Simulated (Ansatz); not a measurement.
Worked example: self-consistent single point of ZnCu2SnS4 (I-4, 8 atoms in the cell) in Ansatz (an electronic-structure program)

Level of theory: LDA (PW92), default PAW files made with PBE (plane waves; Ansatz).

This input was run:

Ansatz 0.2 input:
```yaml
crystal:
  lattice:
    - [-2.691619, 2.691619, 5.384154]
    - [2.691619, -2.691619, 5.384154]
    - [2.691619, 2.691619, -5.384154]
  atoms:
    - { symbol: Zn, position_ang: [-0.000000, 2.691619, 2.692077] }
    - { symbol: Cu, position_ang: [0.000000, 0.000000, 0.000000] }
    - { symbol: Cu, position_ang: [2.691619, 0.000000, 2.692077] }
    - { symbol: Sn, position_ang: [0.000000, 0.000000, 5.384154] }
    - { symbol: S, position_ang: [1.304089, 1.266837, 1.389004] }
    - { symbol: S, position_ang: [1.266837, 4.079149, -1.389004] }
    - { symbol: S, position_ang: [1.387530, 1.424782, 6.773158] }
    - { symbol: S, position_ang: [1.424782, -1.387530, 3.995150] }
basis:
  ecutwfc: 420.0
kpoints:
  mp_grid: { grid: [6, 6, 6] }
hamiltonian:
  xc: lda
  pseudopotentials: { kind: paw }
scf:
  occupations: { method: gaussian, width: 0.2 }
output:
  forces: true
  eigenvalues: true
  stress: true
```

Log, with long lists cut:

```
WARN ansatz: RAYON_NUM_THREADS=1 ignored (pool sized by the plan → 1); use --threads N
Pseudopotentials: kind: paw
Pseudopotential: Zn, paw, valence charge 12
Pseudopotential: Cu, paw, valence charge 19
Pseudopotential: Sn, paw, valence charge 14
Pseudopotential: S, paw, valence charge 6
Crystal: 8 atoms, lattice volume = 156.029 Å³
Basis set: ecut = 420 eV, 2977 PW (Γ)
Bands: 53, of which v1, the nominal top of the filled ones, is band 44 counted from 1 (43 counted from 0)
Symmetry: 4 space group operations
Space group: I-4 (ITA 82), of the structure as read, at distance tolerance 5.4e-5 Å
k-points: 36 of 216 (time reversal used)
PAW frozen core: Zn, regenerated for the run's functional, and the local potential with it
PAW frozen core: Cu, regenerated for the run's functional, and the local potential with it
PAW frozen core: Sn, regenerated for the run's functional, and the local potential with it
PAW frozen core: S, regenerated for the run's functional, and the local potential with it
Initial density: superposition of atomic densities (neutral atoms: chi_scale 0, normalization atom), corrected by the library's trained network
Initial wavefunctions: pseudopotential atomic-orbital guess
Eigensolver: davidson
Functional: x = slater, c = lda
SCF iter   1: F=—  HF=-25719.215584 eV  |F-HF|=—  |Δ(HF+E_count)|=         —  Δρ=1.12e-2  dr2=1.19e-1  ethr=1.77e-3  ⟨swp⟩=7.3  Hψ=8025  notcnv=0
all-band conjugate gradients solve this SCF's bands
preconditioner: auto → Resta (q_TF=auto, 2.480 Å⁻¹)
SCF iter   2: F=—  HF=-25719.207383 eV  |F-HF|=—  |Δ(HF+E_count)|=   8.20e-3  Δρ=8.98e-3  dr2=9.70e-2  ethr=1.35e-4  ⟨swp⟩=2.0  Hψ=3880  notcnv=0
preconditioner: auto → Kerker (q_TF=auto, 2.480 Å⁻¹)
SCF iter   3: F=—  HF=-25719.188035 eV  |F-HF|=—  |Δ(HF+E_count)|=   1.93e-2  Δρ=3.83e-3  dr2=1.62e-2  ethr=1.10e-4  ⟨swp⟩=2.0  Hψ=2377  notcnv=0
SCF iter   4: F=—  HF=-25719.183466 eV  |F-HF|=—  |Δ(HF+E_count)|=   4.57e-3  Δρ=9.44e-4  dr2=1.01e-3  ethr=1.84e-5  ⟨swp⟩=2.1  Hψ=3451  notcnv=0
SCF iter   5: F=—  HF=-25719.183184 eV  |F-HF|=—  |Δ(HF+E_count)|=   2.82e-4  Δρ=3.67e-4  dr2=1.79e-4  ethr=1.15e-6  ⟨swp⟩=2.0  Hψ=2400  notcnv=0
SCF iter   6: F=—  HF=-25719.183183 eV  |F-HF|=—  |Δ(HF+E_count)|=   8.95e-7  Δρ=2.82e-4  dr2=9.46e-5  ethr=2.03e-7  ⟨swp⟩=2.0  Hψ=2732  notcnv=0
SCF iter   7: F=—  HF=-25719.183254 eV  |F-HF|=—  |Δ(HF+E_count)|=   7.01e-5  Δρ=1.10e-4  dr2=2.15e-5  ethr=1.07e-7  ⟨swp⟩=2.0  Hψ=2366  notcnv=0
SCF iter   8: F=—  HF=-25719.183253 eV  |F-HF|=—  |Δ(HF+E_count)|=   4.72e-7  Δρ=4.56e-5  dr2=4.34e-6  ethr=2.44e-8  ⟨swp⟩=3.0  Hψ=3291  notcnv=0
SCF iter   9: F=—  HF=-25719.183254 eV  |F-HF|=—  |Δ(HF+E_count)|=   5.64e-7  Δρ=1.49e-5  dr2=3.89e-7  ethr=4.93e-9  ⟨swp⟩=2.0  Hψ=2851  notcnv=0
SCF iter  10: F=—  HF=-25719.183254 eV  |F-HF|=—  |Δ(HF+E_count)|=   9.27e-8  Δρ=1.21e-5  dr2=1.70e-7  ethr=1.14e-10  ⟨swp⟩=10.4  Hψ=8240  notcnv=0
SCF iter  11: F=—  HF=-25719.183254 eV  |F-HF|=—  |Δ(HF+E_count)|=   6.20e-8  Δρ=2.06e-5  dr2=4.11e-7  ethr=1.14e-10  ⟨swp⟩=5.3  Hψ=7253  notcnv=0  recentre
SCF iter  12: F=-25719.183254 eV  HF=-25719.183254 eV  |F-HF|=5.74e-9  |Δ(HF+E_count)|=   8.62e-8  Δρ=1.96e-6  dr2=8.27e-9  ethr=1.14e-10  ⟨swp⟩=3.0  Hψ=6551  notcnv=0
SCF 1 converged in 12 iterations: F = -25719.183254 eV  dr2 = 8.27e-9
SCF converged after 12 iterations
Free energy (F): -25719.183254 eV
Harris-Foulkes:  -25719.183254 eV  (|F-HF|=5.74e-9)
Internal energy: -25719.181071 eV  (E = F + TS)
E sigma→0 (E₀):  -25719.182162 eV
Entropy (-TS):   -0.002183 eV (-0.273 meV/atom)
Fermi energy:    8.282073 eV
--- Per-component energies (eV) ---
  E_band       = -1099.624781
  E_kinetic    = 1351.467336
  E_local      = -14877.051795  (includes V_loc(G=0)·N_el)
  E_nonlocal   = 1508.861998
  E_hartree    = 6676.417305
  E_xc         = -1075.723380
  E_vxc        = -731.918037  (∫ρ·V_xc dr)
  E_paw        = -11226.887264  (= ΣΔE_a)
  E_vpaw       = -1703.811300  (= ΣTr[D̂ρ^β])
  E_aug_tail   = 0.000046  (compensation charges beyond the density's cutoff)
  E_ewald      = -8079.759468
  E_core_change = 3.494150  (= ΣΔE_core)
  E_smearing   = -0.002183  (= −TS)
  E_closure    = 0.000000  (closes the sum)
  Σ components = -25719.183254   (vs F -25719.183254, Δ=0.00e0)
--- Forces (eV/Å), atoms counted from 1 ---
  atom   1  Zn     0.00000000     0.00000000     0.00000000
  atom   2  Cu     0.00000000     0.00000000     0.00000000
  atom   3  Cu     0.00000000     0.00000000     0.00000000
  atom   4  Sn     0.00000000     0.00000000     0.00000000
  atom   5  S     -0.12490434    -0.23783219     0.14466189
  atom   6  S     -0.23783219     0.12490434    -0.14466189
  atom   7  S      0.12490434     0.23783219     0.14466189
  atom   8  S      0.23783219    -0.12490434    -0.14466189
  max |Σ_I F_I| component: 1.11e-16 eV/Å
--- Stress (GPa, compression-positive) ---
       -2.664881      -0.000000      -0.000000
        0.000000      -2.664881      -0.000000
       -0.000000      -0.000000      -2.716113
  P = ⅓ Tr σ = -2.6820 GPa (-26.820 kbar)
  The stress holds the Pulay correction. Without it, at fixed plane waves, as pw.x and ABINIT print it: P = -2.7374 GPa
--- Band table (eV; the first three rows and the last of 36) ---
  k-point 0: bands = ["-102.9360", "-102.9150", "-60.8286", "-60.7634", "-60.7634", "-60.7459", "-60.7459", "-60.7309", "-14.0674", "-14.0629", "-14.0629", "-13.9768", "-13.9713", "-6.5211", "-4.9048", "-4.8869", "-4.8869", "-0.0968", "0.8096", [...]
  k-point 1: bands = ["-102.9360", "-102.9150", "-60.8286", "-60.7634", "-60.7634", "-60.7459", "-60.7459", "-60.7310", "-14.0677", "-14.0631", "-14.0630", "-13.9765", "-13.9712", "-6.3655", "-5.0293", "-4.9714", "-4.9023", "-0.0182", "0.8216", [...]
  k-point 2: bands = ["-102.9360", "-102.9150", "-60.8286", "-60.7634", "-60.7634", "-60.7459", "-60.7459", "-60.7310", "-14.0684", "-14.0636", "-14.0632", "-13.9758", "-13.9709", "-5.9724", "-5.2665", "-5.1300", "-4.9829", "-0.0529", "0.8048", [...]
  k-point 35: bands = ["-102.9360", "-102.9150", "-60.8286", "-60.7634", "-60.7634", "-60.7459", "-60.7459", "-60.7310", "-14.0675", "-14.0626", "-14.0626", "-13.9769", "-13.9713", "-5.9991", "-5.6409", "-4.9032", "-4.9032", "-0.1938", "0.7758", [...]
```

The run converged in 12 iterations.

The starting cell comes from a database of computed structures (which also holds hypothetical and non-ambient phases and stackings), without a prior relaxation at this level. Its lattice was rescaled by up to half a per cent. Spin polarisation is off. Ansatz's pressure includes its estimate of the finite-basis (Pulay) stress. A gap is left out here, as mesh or smearing make it unsure.

Cost on one core of a shared machine: roughly 30 s.
